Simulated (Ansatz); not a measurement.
Several settings converged on SrNiGe2 (Cm, 8 atoms in the cell)

```xyz
8
Lattice="2.2122 -8.6247 0.0000 2.2122 8.6247 0.0000 0.0000 0.0000 4.1982" Properties=species:S:1:pos:R:3 pbc="T T T"
Sr     2.2122    -6.7692     3.1986
Sr     2.2122     6.7692     1.0495
Ni     2.2122    -3.1444     3.1486
Ni     2.2122     3.1444     1.0495
Ge     2.2122    -0.7497     3.1486
Ge     2.2122     0.7497     1.0495
Ge     2.2122     4.2978     3.1486
Ge     2.2122    -4.2978     1.0495
```

Base method: LDA (PW92), default PAW files made with PBE (plane waves; Ansatz, an electronic-structure program).

Base settings: basis.ecutwfc = 30.9 Ry; kpoints.mp_grid.grid = 4 4 4; hamiltonian.xc = lda; hamiltonian.pseudopotentials = {kind: paw} (the program's default PAW files); scf.occupations.method = gaussian; scf.occupations.width = 0.0073 Ry.

The count of work is k-points × plane waves × bands × iterations; it is no time. Core times come from one kind of shared machine, to one figure; runs under 30 s give none.

**Shifted k-point meshes**

In this ladder: kpoints.mp_grid.shift = 0.5 0.5 0.5.

Only quantities that move along the ladder and can be compared are tabulated.

```csv
kpoints.mp_grid.grid,free energy less the last step's (meV/atom),pressure (GPa),largest difference of a force vector from the last step's (eV/Å),count of work / last,core time / last (rough)
2 2 2,-2.53,-5.56,0.296,0.013,–
3 3 3,-21.16,-5.51,0.393,0.043,–
5 5 5,1.19,-5.52,0.023,0.17,0.2
7 7 7,0.19,-5.45,0.020,0.49,0.5
9 9 9,0.00,-5.47,0.000,1.0,1
```

Coarsest kpoints.mp_grid.grid that holds the free energy within 5 meV/atom of the last step, with all finer ones: 5 5 5, at 0.17 of the last step's count of work and about 0.2 of the last step's time; the step before is off by 21 meV/atom.

Coarsest kpoints.mp_grid.grid that holds the forces within 0.01 eV/Å: not settled: the last two steps still differ by 0.020 eV/Å, over half the tolerance, so the ladder does not show it.

**The k-point mesh at a smearing width of 0.05 eV**

In this ladder: scf.occupations.width = 0.0037 Ry.

Only quantities that move along the ladder and can be compared are tabulated.

```tsv
kpoints.mp_grid.grid	free energy less the last step's (meV/atom)	pressure (GPa)	largest difference of a force vector from the last step's (eV/Å)	count of work / last	core time / last (rough)
3 3 3	27.89	-4.90	0.103	0.037	–
4 4 4	8.75	-5.25	0.119	0.088	–
6 6 6	-0.57	-5.40	0.063	0.25	0.2
7 7 7	-1.95	-5.45	0.040	0.37	0.4
10 10 11	0.00	-5.44	0.000	1.0	1
```

Coarsest kpoints.mp_grid.grid that holds the forces within 0.02 eV/Å: not settled: the last two steps still differ by 0.040 eV/Å, over half the tolerance, so the ladder does not show it.

Coarsest kpoints.mp_grid.grid that holds the free energy within 5 meV/atom of the last step, with all finer ones: 6 6 6, at 0.25 of the last step's count of work and about 0.2 of the last step's time; the step before is off by 8.8 meV/atom.

Coarsest kpoints.mp_grid.grid that holds the pressure within 0.5 GPa of the last step, with all finer ones: 4 4 4, at 0.088 of the last step's count of work; the step before is off by 0.54 GPa.

**The mesh under tetrahedron occupations**

In this ladder: scf.occupations.method = tetrahedron; scf.occupations.width = default.

Only quantities that move along the ladder and can be compared are tabulated.

```csv
kpoints.mp_grid.grid,free energy less the last step's (meV/atom),pressure (GPa),largest difference of a force vector from the last step's (eV/Å),count of work / last,core time / last (rough)
3 3 3,25.44,-5.08,0.199,0.042,–
5 5 5,5.35,-5.30,0.059,0.16,0.2
8 8 8,-0.53,-5.46,0.011,0.65,0.7
9 9 10,0.00,-5.45,0.000,1.0,1
```

Coarsest kpoints.mp_grid.grid that holds the forces within 0.02 eV/Å: not settled: the last two steps still differ by 0.011 eV/Å, over half the tolerance, so the ladder does not show it.

Coarsest kpoints.mp_grid.grid that holds the free energy within 2 meV/atom of the last step, with all finer ones: 8 8 8; the step before is off by 5.3 meV/atom.

Coarsest kpoints.mp_grid.grid that holds the pressure within 0.2 GPa of the last step, with all finer ones: 5 5 5, at 0.16 of the last step's count of work and about 0.2 of the last step's time; the step before is off by 0.37 GPa.

On the base run: the starting cell comes from a database of computed structures (which also holds hypothetical and non-ambient phases and stackings), without a prior relaxation at this level. Its lattice was rescaled by up to half a per cent. One atom was moved a little off its site on purpose. Spin polarisation is off. In the base run, with a pressure of about -5 GPa the cell is away from its equilibrium volume at this level. Ansatz's pressure includes its estimate of the finite-basis (Pulay) stress. Without a gap this mesh is coarse (it stands for a supercell whose shortest vector is 17 Å).

Keys are those of Ansatz 0.2.
